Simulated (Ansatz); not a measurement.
## A series of runs on TaAs (I4_1md, 4 atoms in the cell)

```yaml
crystal:
  lattice:
    - [-1.75212, 1.75212, 5.97122]
    - [1.75212, -1.75212, 5.97122]
    - [1.75212, 1.75212, -5.97122]
  atoms:
    - { symbol: Ta, position: [0.49997, 0.99997, 0.50000] }
    - { symbol: Ta, position: [0.74997, 0.74997, 0.00000] }
    - { symbol: As, position: [0.08263, 0.58263, 0.50000] }
    - { symbol: As, position: [0.33263, 0.33263, 0.00000] }
```

Base run A: Ansatz (a program for electronic structure) with LDA (PW92), PAW files made with PBE, self-consistent single point.

Its settings: kpoints.mp_grid.grid = 7 7 7; hamiltonian.xc = lda; hamiltonian.pseudopotentials = {kind: paw} (an earlier, softer set of the program's PAW files); scf.occupations.method = methfessel_paxton; scf.occupations.width = 0.1 eV.

The starting cell comes from a database of computed structures (which also holds hypothetical and non-ambient phases and stackings), without a prior relaxation at this level. Its lattice was rescaled by a random factor within 2.5 % of one. Spin polarisation is off. In the base run, with a pressure of about -15 GPa the cell is away from its equilibrium volume at this level. Ansatz's pressure includes its estimate of the finite-basis (Pulay) stress.

ΔF is the free energy per atom less that of run A. 

Run A gave: pressure (GPa) -15.24; largest force (eV/Å) 0.003; TS (meV/atom) 0.1.

Runs:
- B: scf.occupations.width = 0.002 eV
- C: scf.occupations.width = 0.01 eV
- D: scf.occupations.width = 0.025 eV
- E: scf.occupations.width = 0.05 eV
- F: scf.occupations.width = 0.15 eV
- G: scf.occupations.width = 0.2 eV
- H: scf.occupations.width = 0.3 eV
- I: scf.occupations.width = 0.5 eV
- J: scf.occupations.width = 0.8 eV

**Question.** What does run I change against A?

**Answer.** The free energy goes up by 2.3 meV/atom, the pressure goes from -15.24 to -15.37 GPa and the largest force stays at 0.003 eV/Å.

**Question.** What does run J change against A?

**Answer.** The free energy rises by 14.4 meV/atom, the pressure goes from -15.24 to -15.54 GPa and the largest force goes from 0.003 to 0.013 eV/Å.

| run | ΔF (meV/atom) | pressure (GPa) | largest force (eV/Å) | TS (meV/atom) |
|---|---|---|---|---|
| A | 0.00 | -15.24 | 0.003 | 0.1 |
| B | 0.04 | -15.26 | 0.006 | 0.0 |
| C | 0.04 | -15.26 | 0.006 | 0.0 |
| D | 0.06 | -15.26 | 0.006 | 0.0 |
| E | 0.06 | -15.25 | 0.004 | 0.0 |
| F | -0.09 | -15.24 | 0.002 | 0.3 |
| G | -0.19 | -15.23 | 0.002 | 0.4 |
| H | -0.27 | -15.24 | 0.003 | -0.5 |
| I | 2.3 | -15.37 | 0.003 | -13.3 |
| J | 14.4 | -15.54 | 0.013 | -39.0 |

Keys are those of Ansatz 0.2.
